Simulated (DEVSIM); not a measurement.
System: Ge n-p junction from an implanted or diffused profile, at 300 K.

| layer (left to right) | material | thickness (μm) | Na (cm⁻³) | τn (s) | τp (s) |
|---|---|---|---|---|---|
| 1 | Ge | 140 | 1.7e16 | 5.6e-6 | 5.6e-6 |

Added donor profile: 1.3e18 cm⁻³ × exp(−(x − 0.071 μm)²/(2·(0.26 μm)²)). Left contact: ohmic. Right contact: ohmic. Voltage is applied to the left contact. Recombination: SRH at mid-gap, radiative. Mobility is μmin + (μ − μmin)/(1 + (N/Nref)^α).

Constants are typed, rounded textbook-type inputs, not results; the design itself was drawn at random and stands for no fabricated device. Values at 300 K.

| parameter | Ge |
|---|---|
| gap (eV) | 0.664 |
| affinity (eV) | 4 |
| permittivity | 16 |
| Nc (cm⁻³) | 1.04e19 |
| Nv (cm⁻³) | 6e18 |
| μn (cm²/Vs) | 3900 |
| μp (cm²/Vs) | 1900 |
| μn,min | 150 |
| μp,min | 100 |
| Nref,n | 2.6e17 |
| Nref,p | 4e17 |
| αn | 0.56 |
| αp | 0.6 |
| B (cm³/s) | 6.4e-14 |

DEVSIM, 1D drift-diffusion, Boltzmann statistics, complete ionisation; no tunnelling, impact ionisation, image-force lowering or self-heating.

The thickness of layer 1 was swept, all else fixed.

| thickness of layer 1 (μm) | dark forward voltage at 1 A/cm² (V) | dark forward voltage at 100 A/cm² (V) |
|---|---|---|
| 28 | 0.227 | 0.360 |
| 49 | ? | ? |
| 84 | 0.248 | 0.411 |
| 140 | 0.255 | 0.451 |
| 240 | 0.262 | 0.521 |
| 420 | 0.268 | 0.651 |
| 700 | 0.275 | 0.891 |

### Question
Some entries are withheld; supply them.

### Answer

- 49, dark forward voltage at 1 A/cm² (V): 0.238
- 49, dark forward voltage at 100 A/cm² (V): 0.383
